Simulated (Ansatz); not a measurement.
Structures of equal composition on the (100) surface of germanium: 1 pair of surface atoms bonded, Si on one of 2 surface atoms, H on every dangling bond; 1 pair of surface atoms bonded, Si on one of 2 atoms of the third shell, H on every dangling bond; 1 pair of surface atoms bonded, Si on one of 2 atoms under the surface, H on every dangling bond. The slabs share one bottom face, and each structure is named by its start. These are constructed structures in small cells; real faces may alloy, dewet or reconstruct in larger ones, and not all known structures of the face are among them. Slabs of about 17 Å, Fermi-Dirac smearing of 0.025 eV. Bottom of the slabs: built like the top, H on every dangling bond, free. Relaxed from the named starts with such symmetry as they have, on meshes of like density; energies extrapolated to zero smearing; spin only where a row says so; no spin-orbit coupling, no U. Brackets mark spin-polarised runs, whose order is one that fits the cell. Where a second, spin-polarised start was run, the lower counts.

Method: PBE (plane waves to 420 eV, PAW; Ansatz, an electronic-structure program).

Q: Rank these by energy per 1x1 cell (lowest first), as PBE gives it.

A: 1 pair of surface atoms bonded, Si on one of 2 surface atoms, H on every dangling bond (0.000 eV), 1 pair of surface atoms bonded, Si on one of 2 atoms under the surface, H on every dangling bond (0.067 eV), 1 pair of surface atoms bonded, Si on one of 2 atoms of the third shell, H on every dangling bond (0.096 eV)
